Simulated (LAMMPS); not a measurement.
Pressure dependence of NiAl (CsCl type) at 1140 K, from the crystal.

All values are model results, not measurements: classical MD, pair style meam, file MoCoNiVFeAlCr_2nn.meam, run in LAMMPS.

| P (GPa) | state | volume | coordination number of Al by Ni |
|---|---|---|---|
| 0 | crystal; no diffusion seen in 30 ps | 12.593 ± 0.001 Å³/atom | 8.00 (counted to 3.70 Å) |
| 2 | crystal; no diffusion seen in 30 ps | 12.392 ± 0.001 Å³/atom | 8.0 (counted to 3.70 Å) |
| 5 | crystal; no diffusion seen in 30 ps | 12.1271 ± 0.0007 Å³/atom | 8.00 (counted to 3.62 Å) |

Caution (rows 2; 5): a run this short can hold a crystal over, or a liquid under, the potential's own melting point, which these runs don't give.

Estimate the isothermal bulk modulus at zero pressure. A parabola P(ln V) through the three points gives −dP/d ln V = 120 GPa at zero pressure.

States go by the mean squared displacement: a species diffuses where it passes 1.5 Å², still rises and gives D over 1e-6 cm²/s; a crystal has left its structure where atoms lie 0.35 Å off their sites on average or a cubic box changes its shape by 3 %, or the axial ratios of another lie 8 % off the starting cell's, which the potential's own relaxation can also do.

Errors shown are sampling errors alone.
